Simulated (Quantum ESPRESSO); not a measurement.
## Pressure against volume in fcc Sr (space group 225) (Quantum ESPRESSO, LDA)

```
CELL_PARAMETERS angstrom
      0.00000     2.81421     2.81421
      2.81421     0.00000     2.81421
      2.81421     2.81421     0.00000
ATOMIC_POSITIONS crystal
  Sr 0.00000 0.00000 0.00000
```

Computed with LDA (PZ), GBRV 1.5 ultrasoft (LDA) pseudopotentials (plane waves; Quantum ESPRESSO). Settings: ecutwfc = 52 Ry; ecutrho = 260 Ry; occupations = smearing; smearing = fd; degauss = 0.0036749 Ry; potentials = {Sr: sr_lda_v1.uspp.F.UPF}; K_POINTS = automatic 26 26 26 0 0 0; conv_thr = 1e-10 Ry. The cell above is the first row's. The rows scale it uniformly. In all rows the k mesh is held.

| V (Å^3/atom) | P (GPa) |
|---|---|
| 44.5757 | 1.38 |
| 45.5448 | 0.99 |
| 46.5138 | 0.64 |
| 47.4829 | 0.32 |
| 48.4519 | 0.02 |
| 49.4209 | -0.25 |
| 50.3900 | -0.49 |
| 51.3590 | -0.72 |
| 52.3281 | ? |

The 8 complete rows are fitted with a cubic, P against V. With u = V - 48.0, the rows have u = -3.4243, -2.4552, -1.4862, -0.5171, 0.4519, 1.4209, 2.3900, 3.3590. Least squares gives P = 0.156 - 0.3030·u + 0.01422·u² - 0.000471·u³. Residuals (row less fit): 0.001, -0.003, 0.001, 0.003, -0.002, -0.003, 0.003, -0.001; standard error 0.003 (degrees of freedom: 4). The fitted pressure is zero at V0 = 48.53, where dP/dV = -0.2884, so B0 = -V0·dP/dV = 14.0 GPa.

Problem. Predict the withheld P at V = 52.3281 from the fit, and compare with the calculation.

Solution. u = 4.3281, so P = 0.156 - 0.3030 × 4.3281 + 0.01422 × 4.3281² - 0.000471 × 4.3281³ = -0.927 GPa. The calculation gives -0.93 GPa, which the fit meets to the printed digits. The row lies outside the fitted rows, so this is an extrapolation. From the scatter of the fitted rows alone, a prediction at this place has a standard error of 0.009 GPa, so the miss is 0.3 times that.

Carrying the step between the two nearest rows on in a straight line would have given -0.95, off by 0.02; series whose last step already gives the withheld value aren't shown. The reference cell has the volume at which an earlier scan in this program and functional put its minimum by a fit. Cutoffs and mesh are single choices, not tested for convergence of this quantity. Series with a scatter that would blur these digits, or in which a gap closes, are not shown.
